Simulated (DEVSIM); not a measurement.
System: Ge n+/n-/n+ resistor, at 350 K.

```
layer (left to right)  material  thickness (μm)  Nd (cm⁻³)   τn (s)   τp (s)
---------------------  --------  --------------  ---------  -------  -------
1                            Ge           0.150     6.2e17  0.00018  0.00018
2                            Ge            3.70       2e13  0.00018  0.00018
3                            Ge           0.700     1.9e18  0.00018  0.00018
```

Left contact: ohmic. Right contact: ohmic. Voltage is applied to the left contact. Recombination: SRH at mid-gap, radiative. Mobility is μmin + (μ − μmin)/(1 + (N/Nref)^α).

This is a model device: material constants are rounded textbook-type values typed into the input, and sizes, dopings and lifetimes were drawn at random. Values at 300 K; Nc and Nv go as T^1.5, mobilities as T to minus their exponent, the gap by Varshni's rule with the affinity fixed.

```csv
parameter,Ge
gap (eV),0.664
affinity (eV),4
permittivity,16
Nc (cm⁻³),1.04e19
Nv (cm⁻³),6e18
μn (cm²/Vs),3900
μp (cm²/Vs),1900
"μn,min",150
"μp,min",100
"Nref,n",2.6e17
"Nref,p",4e17
αn,0.56
αp,0.6
T exponent of μn,1.66
T exponent of μp,2.33
B (cm³/s),6.4e-14
Varshni α (eV/K),0.000477
Varshni β (K),235
```

DEVSIM, 1D drift-diffusion, Boltzmann statistics, complete ionisation; no tunnelling, impact ionisation, image-force lowering or self-heating.

The doping Nd of layer 1 was swept, all else fixed.

```tsv
doping Nd of layer 1 (cm^-3)	dark forward voltage at 100 A/cm² (V)
1.9e16	0.106
6.2e16	0.107
1.9e17	0.115
6.2e17	0.161
1.9e18	0.366
6.2e18	0.485
```

From the first row to the last the dark forward voltage at 100 A/cm² goes from 0.106 to 0.485.
